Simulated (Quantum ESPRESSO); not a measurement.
Troubleshooting Quantum ESPRESSO: a failed run on LaNO₄ (Pnma, 24 atoms in the cell). The aim is a self-consistent single point with DFT, PBEsol, plane waves, GBRV 1.5 ultrasoft (PBESOL) pseudopotentials.

Cell that was meant: a = 7.3035 Å, b = 5.6393 Å, c = 9.5785 Å, α = 90.00°, β = 90.00°, γ = 90.00°.

Part of the input:

```fortran
 celldm(1) = 13.8016903402,
 nat = 24,
 ntyp = 3,
 ecutwfc = 40.0,
 ecutrho = 200,
 occupations = 'fixed',
 nbnd = 84,
[...]
O     0.9752100000    0.2500000000    0.3282000000
O     0.0247900000    0.7500000000    0.6718000000
O     0.5247900000    0.7500000000    0.8282000000
O     0,4752100000    0,2500000000    0,1718000000
K_POINTS automatic
3 4 2  0 0 0
```

Output (repeated stretches shortened):

```
     This program is part of the open-source Quantum ESPRESSO suite
     for quantum simulation of materials; please cite

[eval_infix.c] A parsing error occurred
helper string:
0,4752100000
error code:
Error: invalid token: ,

 %%%%%%%%%%%%%%%%%%%%%%%%%%%%%%%%%%%%%%%%%%%%%%%%%%%%%%%%%%%%%%%%%%%%%%%%%%%%%%
     Error in routine card_atomic_positions (1):
     Error while parsing atomic position card.
 %%%%%%%%%%%%%%%%%%%%%%%%%%%%%%%%%%%%%%%%%%%%%%%%%%%%%%%%%%%%%%%%%%%%%%%%%%%%%%

     stopping ...
```

Q: From the messages shown, name the fault and mend the input.

A: The fault is decimal commas. The program does not read a comma as a decimal mark. To fix it, use decimal points. The program stopped before any SCF iteration.

An input that runs soundly differs in these lines (not the only fix; some lines may just follow from the change or write a value another way):
```diff
- ecutwfc = 40.0,
+ ecutwfc = 40,
-O     0,4752100000    0,2500000000    0,1718000000
+O     0.4752100000    0.2500000000    0.1718000000
```

With that input, the run converged in 17 iterations: free energy E − TS -13677.7111 eV; top of the valence band (on the code's own zero) 4.88 eV; gap on the k-point mesh 1.35 eV; pressure -2.95 GPa; largest force (vector length) 0.668 eV/Å (DFT, PBEsol, plane waves, GBRV 1.5 ultrasoft (PBESOL) pseudopotentials).

On the sound input: the starting cell comes from a database of computed structures (which also holds hypothetical and non-ambient phases and stackings), without a prior relaxation at this level.
